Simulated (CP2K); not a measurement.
Input and output of a self-consistent single point for TiSi2 (Fddd, 6 atoms in the cell) (CP2K).

Method: CP2K with PBEsol, GPW, DZVP-MOLOPT-SR-GTH basis, GTH-PBE potentials (GTH_POTENTIALS).

```xyz
6
Lattice="6.0583 0.0000 0.0000 3.1342 3.8898 0.0000 2.9241 -0.8223 3.8019" Properties=species:S:1:pos:R:3 pbc="T T T"
Ti     6.0583     1.5338     1.9010
Ti     9.0875     2.3006     2.8514
Si     8.0317    -0.0563     3.1838
Si     4.0850     3.1238     0.6181
Si     3.9799     0.0008     1.5686
Si     2.0784     1.5329     0.3324
```

Reference input (self-consistent single point, DFT PBE, GPW, DZVP-MOLOPT-SR-GTH basis, GTH-PBE potentials (GTH_POTENTIALS)): CUTOFF = 600 Ry; REL_CUTOFF = 40 Ry; SMEAR/METHOD = GAUSSIAN; SIGMA = 0.2 eV; KPOINTS/SCHEME = MONKHORST-PACK 7 7 7; XC_FUNCTIONAL = PBE; Ti/BASIS_SET = DZVP-MOLOPT-SR-GTH-q12; Ti/POTENTIAL = GTH-PBE-q12; Si/BASIS_SET = DZVP-MOLOPT-SR-GTH-q4; Si/POTENTIAL = GTH-PBE-q4; METHOD = GPW; EPS_DEFAULT = 1e-11. This run's input differs from it in these lines:

```diff
@@ -43,3 +43,6 @@
     &XC
-      &XC_FUNCTIONAL PBE
+      &XC_FUNCTIONAL
+        &PBE
+          PARAMETRIZATION PBESOL
+        &END PBE
       &END XC_FUNCTIONAL
```

Output, abridged:

```
 SCF WAVEFUNCTION OPTIMIZATION

  Step     Update method      Time    Convergence         Total energy    Change
     1 NoMix/Diag. 0.20E+00      -     1.94435389      -133.2113036358 -1.33E+02
     2 Broy./Diag. 0.20E+00      -     0.01528284      -133.1862231522  2.51E-02
     3 Broy./Diag. 0.20E+00      -     0.08540064      -132.3435740952  8.43E-01
     4 Broy./Diag. 0.20E+00      -     0.01154447      -132.3390365077  4.54E-03
     5 Broy./Diag. 0.20E+00      -     0.00168431      -132.0662460156  2.73E-01
     6 Broy./Diag. 0.20E+00      -     0.00157476      -132.0266029879  3.96E-02
   [... 3 lines left out ...]
    10 Broy./Diag. 0.20E+00      -     0.00004805      -132.0432345251 -8.34E-04
    11 Broy./Diag. 0.20E+00      -     0.00000152      -132.0432162522  1.83E-05
    12 Broy./Diag. 0.20E+00      -     0.00000379      -132.0433896700 -1.73E-04
    13 Broy./Diag. 0.20E+00      -     0.00000030      -132.0433959046 -6.23E-06
  *** SCF run converged in    13 steps ***

  Overlap energy of the core charge distribution:               0.00000000000007
  Self energy of the core charge distribution:               -254.83012768855599
  Core Hamiltonian energy:                                     62.77315318146815
  Hartree energy:                                              79.40871864008935
  Exchange-correlation energy:                                -19.39320358530193
  Smearing free energy correction:                             -0.00193645284413
  Fermi energy:                                                 0.36408482191487

  Total energy:                                              -132.04339590457445
  Total energy (extrapolated to sigma->0):                   -132.04242767815239

   [... lines left out ...]

 STRESS| Analytical stress tensor [bar]
 STRESS|                        x                   y                   z
 STRESS|      x       -8.78969985201E+04  -3.92856852487E+03   3.19282938011E+03
 STRESS|      y       -3.92856852487E+03  -8.62808348099E+04   1.58377024002E+03
 STRESS|      z        3.19282938011E+03   1.58377024002E+03  -8.55577706414E+04
 STRESS| 1/3 Trace                                            -8.65785346572E+04
```

The run converged in 13 iterations. Against the reference run the pressure goes from -6.11 to -8.66 GPa and the largest force goes from 0.016 to 0.028 eV/Å.

The starting cell comes from a database of computed structures (which also holds hypothetical and non-ambient phases and stackings), without a prior relaxation at this level. Its lattice was rescaled by a random factor within 2.5 % of one. Spin polarisation is off. Values carry the incompleteness of an atom-centred basis. The potentials were made for another functional than the one used. With a pressure of about -9 GPa the cell is away from its equilibrium volume at this level.

Cost on one core of a shared machine: roughly 70 s.
